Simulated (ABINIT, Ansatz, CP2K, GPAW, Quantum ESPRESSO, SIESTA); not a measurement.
# Code comparison for CaAu₂ (Imma, 6 atoms in the cell)

Self-consistent single point.

```yaml
crystal:
  lattice:
    - [-2.25473, 3.48791, 4.08744]
    - [2.25473, -3.48791, 4.08744]
    - [2.25473, 3.48791, -4.08744]
  atoms:
    - { symbol: Ca, position: [0.70770, 0.45770, 0.25000] }
    - { symbol: Ca, position: [0.29230, 0.54230, 0.75000] }
    - { symbol: Au, position: [0.30065, 0.83990, 0.46075] }
    - { symbol: Au, position: [0.69935, 0.16010, 0.53925] }
    - { symbol: Au, position: [0.87915, 0.83990, 0.03925] }
    - { symbol: Au, position: [0.12085, 0.16010, 0.96075] }
```

All programs got the same cell, k-point mesh and kind of occupations (in Ansatz's words: kpoints.mp_grid.grid = 5 5 5; scf.occupations.method = gaussian; scf.occupations.width = 0.1 eV); potentials, basis and cutoffs are each program's usual ones.

| code | model | pressure (GPa) | largest force (eV/Å) | k-points | cutoff |
|---|---|---|---|---|---|
| Quantum ESPRESSO | PBEsol, GBRV 1.5 ultrasoft (PBESOL) pseudopotentials | 1.25 | 0.034 | 27 | 40 Ry |
| Ansatz | PBEsol, PAW files made with PBE | 1.36 | 0.028 | 27 | default |
| CP2K | PBEsol, GPW, DZVP-MOLOPT-SR-GTH basis, GTH-PBE potentials (GTH_POTENTIALS) | 5.19 | 0.049 | 63 | grid 500 Ry |
| SIESTA | GGA PBEsol, numerical atomic orbitals DZP, PseudoDojo PBEsol standard norm-conserving potentials (rewritten from UPF to PSML) | 5.76 | 0.348 | 63 | grid 350 Ry |
| ABINIT | PBEsol, norm-conserving pseudopotentials (PseudoDojo nc-sr-04 PBEsol standard) | 1.24 | 0.030 | 27 | 38 Ha |
| GPAW | PBEsol, GPAW PAW datasets PBEsol (made by gpaw-setup) | 2.57 | 0.028 | 27 | 550 eV |

The spread over the programs that give each value: pressure within 4.52 GPa; largest force within 0.320 eV/Å.

The starting cell comes from a database of computed structures (which also holds hypothetical and non-ambient phases and stackings), without a prior relaxation at this level. Its lattice was rescaled by a random factor within 2.5 % of one. On Ansatz's run: Spin-orbit coupling is off.

Why do the programs differ, and what cannot be compared?

Differences of this kind can come from the potentials, where these differ, and from what each basis and cutoff leave unconverged. The valence holds different numbers of electrons (Quantum ESPRESSO 64, Ansatz (a first-principles code) 96, CP2K 64, SIESTA 96, ABINIT 96, GPAW 64). The zero of total energies and Fermi levels follows the potentials and each program's conventions, so they are not compared here. CP2K and SIESTA use small atom-centred bases, whose incompleteness enters pressures, forces and empty levels differently from a plane-wave cutoff. Ansatz's pressure is given at a fixed set of plane waves, as the other plane-wave codes print theirs. The programs reduce the same mesh by symmetry to different extents, which changes the work and not the result. In the pressure, CP2K (by 3.89), SIESTA (by 4.46) and GPAW (by 1.26) lie more than 1 GPa from the median of the plane-wave programs. In the force vectors, SIESTA (by 0.320) lies more than 0.08 eV/Å from the median of the plane-wave programs.

Left out of this page: Elk (not drawn, or without a comparable value); FLEUR (with a known weakness of the program).

Keys are those of Ansatz 0.2.
